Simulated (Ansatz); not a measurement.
Base system: CoPdO$_{2}$ (space group R-3m, No. 166; a = 2.862 Å, c = 17.853 Å (hexagonal axes); not spin-polarised; relaxed with 0.1 eV smearing). Axes: x lies along a and z along c of the hexagonal cell.

(Cell as relaxed with PBE.)

Levels (all Ansatz, a program for electronic structure, PAW): PBE (420 eV, spin-orbit coupling left out); r2SCAN (500 eV, without spin-orbit coupling).

Each level relaxes its own structure.

| base | PBE | r2SCAN |
|---|---|---|
| volume per atom | 10.56 Å³ | 10.23 Å³ |
| lattice parameter a | 2.862 Å | 2.826 Å |
| band gap | zero | zero |

Now apply this change: biaxial strain +1.00 %, plane normal [001], relaxed out of plane (Cartesian); in-plane vectors clamped, the third vector and the atoms free.

```csv
quantity,PBE,r2SCAN
shortest interatomic distance,1.920 Å,?
"pressure (mean of the normal stresses, compression positive)",-2.2 GPa,?
out-of-plane strain,-0.51 %,?
```

Problem. Predict the r2SCAN column.

Solution. 
- shortest interatomic distance, r2SCAN: 1.901 Å
- pressure (mean of the normal stresses, compression positive), r2SCAN: -2.7 GPa
- out-of-plane strain, r2SCAN: -0.46 %

PBE's shortest interatomic distance lies 0.019 Å above r2SCAN's (1.0 %); PBE's pressure lies 0.42 GPa above r2SCAN's; PBE's out-of-plane strain lies 0.05 % below r2SCAN's. Neither level is exact; r2SCAN is the comparison here, not a measurement.

Stability against distortions was not tested. Seeded moments were not kept for the base. No Hubbard U is applied and the magnetic state is the run's own (CoPdO2 not spin-polarised; CoPdO2 non-magnetic); small cells can't hold the antiferromagnetic order that many such compounds have, so gaps and moments can be off. The final runs are not spin-polarised. An odd electron count without spin: CoPdO2.
